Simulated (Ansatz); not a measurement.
Base system: C in the diamond structure (space group Fd-3m, No. 227; a = 3.572 Å).

(Cell as relaxed with PBE.)

Levels (all Ansatz, a quantum-chemistry and plane-wave program, PAW, earlier PAW set): PBE (420 eV, without spin-orbit coupling); r2SCAN (500 eV, no spin-orbit coupling).

Each level relaxes its own structure.

| base | PBE | r2SCAN |
|---|---|---|
| volume per atom | 5.70 Å³ | 5.64 Å³ |
| lattice parameter a | 3.572 Å | 3.560 Å |
| band gap | 4.13 eV | 4.36 eV |

One thing is altered: cell and atoms relaxed at a pressure of 30 GPa.

```json
[
 {"quantity": "volume per atom", "PBE": "5.35 Å³", "r2SCAN": "[?]"},
 {"quantity": "shift of the gap caused by the change", "PBE": "+0.14 eV", "r2SCAN": "[?]"},
 {"quantity": "hole mass (degenerate bands, along [100])", "PBE": "0.28, 0.28, 0.54 mₑ (at Γ)", "r2SCAN": "[?]"},
 {"quantity": "smallest direct gap", "PBE": "5.75 eV", "r2SCAN": "[?]"}
]
```

What does r2SCAN give?


- volume per atom, r2SCAN: 5.31 Å³
- shift of the gap caused by the change, r2SCAN: +0.14 eV
- hole mass (degenerate bands, along [100]), r2SCAN: 0.27, 0.27, 0.49 mₑ (at Γ)
- smallest direct gap, r2SCAN: 6.06 eV

PBE's volume per atom lies 0.04 Å³ above r2SCAN's (0.8 %); PBE's smallest direct gap lies 0.31 eV below r2SCAN's; the two agree on the shift of the gap caused by the change. Neither level is exact; r2SCAN is the comparison here, not a measurement.

Load acts through the strain it causes; cell and atoms are relaxed under it. Masses are band curvatures over ±0.01 Å⁻¹ around the edge. Whether these cells are dynamically stable was not tested. No other phases were tried under pressure.
